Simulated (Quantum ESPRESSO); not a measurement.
## A series of runs on H8PtO6 (P1, 30 atoms in the cell)

```
CELL_PARAMETERS angstrom
      5.59690     0.00000     0.00000
      1.11211     5.59872     0.00000
      0.74513     0.14925     7.45204
ATOMIC_POSITIONS crystal
  H  0.91160 0.27980 0.23879
  H  0.74354 0.98537 0.27303
  H  0.86433 0.61011 0.84862
  H  0.15467 0.48522 0.82527
  H  0.27147 0.92599 0.75034
  H  0.46687 0.46854 0.00314
  H  0.20522 0.39711 0.10713
  H  0.57751 0.81272 0.63032
  H  0.55096 0.69563 0.43828
  H  0.75822 0.60326 0.09623
  H  0.38391 0.21401 0.59030
  H  0.42568 0.20480 0.37497
  H  0.17394 0.84639 0.20095
  H  0.03636 0.93894 0.48296
  H  0.95654 0.02606 0.97789
  H  0.85632 0.17151 0.70441
  Pt 0.99938 0.49598 0.50143
  Pt 0.50680 0.00025 0.00009
  O  0.96792 0.43191 0.24171
  O  0.56767 0.00888 0.25978
  O  0.02811 0.59165 0.75938
  O  0.42329 0.99041 0.73967
  O  0.34106 0.35918 0.00179
  O  0.64370 0.66281 0.54501
  O  0.66409 0.65069 0.98901
  O  0.35470 0.32253 0.48037
  O  0.19075 0.88192 0.06708
  O  0.12557 0.79407 0.41256
  O  0.81333 0.13032 0.92303
  O  0.88868 0.18497 0.56926
```

Base run A: PBEsol, GBRV 1.5 ultrasoft (PBESOL) pseudopotentials (Quantum ESPRESSO), self-consistent single point.

Its settings: ecutwfc = 40 Ry; ecutrho = 320 Ry; occupations = fixed; potentials = {H: h_pbesol_v1.4.uspp.F.UPF, Pt: pt_pbesol_v1.4.uspp.F.UPF, O: o_pbesol_v1.2.uspp.F.UPF}; K_POINTS = automatic 4 4 2 1 1 1; nbnd = 68; conv_thr = 1e-10 Ry.

The starting cell comes from a database of computed structures (which also holds hypothetical and non-ambient phases and stackings), without a prior relaxation at this level. Spin-orbit coupling is off. The shifted mesh does not hold Γ, so a gap read on it misses any band edge there.

A dash stands where there is no value to compare (another energy zero or no entropy term, no result, no spin, no clean gap, or a mesh too coarse for one). 

| run | change | pressure (GPa) | largest force (eV/Å) | gap on the mesh (eV) | dispersion energy (eV/atom) |
|---|---|---|---|---|---|
| A | base | -2.83 | 0.817 | 1.662 | – |
| B | vdw_corr: default → grimme-d3; dftd3_version: default → 3; dftd3_threebody: default → false [PBEsol-D3(0)] | -4.29 | 0.816 | 1.662 | -0.065 |
| C | vdw_corr: default → grimme-d3; dftd3_version: default → 4; dftd3_threebody: default → false [PBEsol-D3(BJ)] | -4.05 | 0.816 | 1.662 | -0.059 |
| D | vdw_corr: default → grimme-d3; dftd3_version: default → 4; dftd3_threebody: default → true [PBEsol-D3(BJ) with three-body term] | -3.82 | 0.816 | 1.662 | -0.053 |

Run B against A: The pressure goes from -2.83 to -4.29 GPa, the largest force moves little (0.817 to 0.816 eV/Å) and the gap on the mesh stays at 1.662 eV.

Run D against A: The pressure goes from -2.83 to -3.82 GPa, the largest force hardly changes (0.817 to 0.816 eV/Å) and the gap on the mesh stays at 1.662 eV.

Run C against A: The pressure goes from -2.83 to -4.05 GPa, the largest force hardly changes (0.817 to 0.816 eV/Å) and the gap on the mesh stays at 1.662 eV.
